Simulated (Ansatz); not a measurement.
**A computed series for ZrB2: response to strain**

Start from ZrB$_{2}$ (space group P6/mmm, No. 191; a = 3.171 Å, c = 3.542 Å; relaxed with 0.1 eV smearing). Axes: x lies along a and z along c of the hexagonal cell.

Strains are applied to the cell and any free atomic positions relax; under biaxial strain the out-of-plane vector relaxes too.

Method: Ansatz (a program for electronic structure) PBE, spin-orbit coupling left out.

Notes on the quantities. pressure: mean of the normal stresses, compression positive.

```json
[
 {"case": "base", "pressure": "0.0 GPa", "shortest interatomic distance": "1.831 Å", "out-of-plane strain": "–"},
 {"case": "biaxial strain −3.00 %, plane normal [001], relaxed out of plane", "pressure": "12.2 GPa", "shortest interatomic distance": "1.776 Å", "out-of-plane strain": "+1.75 %"},
 {"case": "biaxial strain −2.50 %, plane normal [001], relaxed out of plane", "pressure": "…", "shortest interatomic distance": "…", "out-of-plane strain": "…"},
 {"case": "biaxial strain −2.00 %, plane normal [001], relaxed out of plane", "pressure": "7.9 GPa", "shortest interatomic distance": "1.794 Å", "out-of-plane strain": "+1.14 %"},
 {"case": "biaxial strain −1.50 %, plane normal [001], relaxed out of plane", "pressure": "5.8 GPa", "shortest interatomic distance": "1.804 Å", "out-of-plane strain": "+0.85 %"},
 {"case": "biaxial strain +1.00 %, plane normal [001], relaxed out of plane", "pressure": "-3.5 GPa", "shortest interatomic distance": "1.849 Å", "out-of-plane strain": "-0.55 %"},
 {"case": "biaxial strain +1.50 %, plane normal [001], relaxed out of plane", "pressure": "-5.2 GPa", "shortest interatomic distance": "1.858 Å", "out-of-plane strain": "-0.82 %"},
 {"case": "biaxial strain +2.00 %, plane normal [001], relaxed out of plane", "pressure": "-6.8 GPa", "shortest interatomic distance": "1.868 Å", "out-of-plane strain": "-1.09 %"},
 {"case": "biaxial strain +2.50 %, plane normal [001], relaxed out of plane", "pressure": "-8.4 GPa", "shortest interatomic distance": "1.877 Å", "out-of-plane strain": "-1.36 %"},
 {"case": "biaxial strain +3.00 %, plane normal [001], relaxed out of plane", "pressure": "-9.9 GPa", "shortest interatomic distance": "1.886 Å", "out-of-plane strain": "-1.63 %"}
]
```

Problem. What belongs in the blanks?

Solution. 
- biaxial strain −2.50 %, plane normal [001], relaxed out of plane, pressure: 10.0 GPa
- biaxial strain −2.50 %, plane normal [001], relaxed out of plane, shortest interatomic distance: 1.785 Å
- biaxial strain −2.50 %, plane normal [001], relaxed out of plane, out-of-plane strain: +1.44 %

No phonon test of stability was made. All final runs are without spin polarisation.
